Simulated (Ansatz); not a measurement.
An Ansatz (a program for electronic structure) input (Ansatz, PBEsol, PAW, cutoff 420 eV, no SOC):

Ansatz 0.2 input:
```yaml
crystal:
  lattice:
    - [0, 3.5032737065, 3.5032737065]
    - [3.5032737065, 0, 3.5032737065]
    - [3.5032737065, 3.5032737065, 0]
  atoms:
    - { symbol: I, position: [0, 0, 0] }
    - { symbol: K, position: [0.5, 0.5, 0.5] }
basis: { ecutwfc: 420, ecutrho_ratio: 4, xc_grid: 2, fft_grid_basis: typed }
kpoints: { mp_grid: { grid: [8, 8, 8] } }
hamiltonian:
  xc: pbesol
  dispersion: none
  pseudopotentials: { kind: paw }
scf: { occupations: { method: fermi_dirac, width: 0.05 }, convergence: { dr2_threshold: 0.0000000002 } }
output: { forces: true, stress: true }
```

Question: Which symmetry and how many k-points will the program report, and about how many plane waves at Γ?

Answer: Space group Fm-3m (ITA 225) with 48 operations, k-points 29 of 512, and 1687 plane waves at Γ.

Whether these cells are dynamically stable was not tested. The cell is KI in the rock salt structure (space group Fm-3m, No. 225).
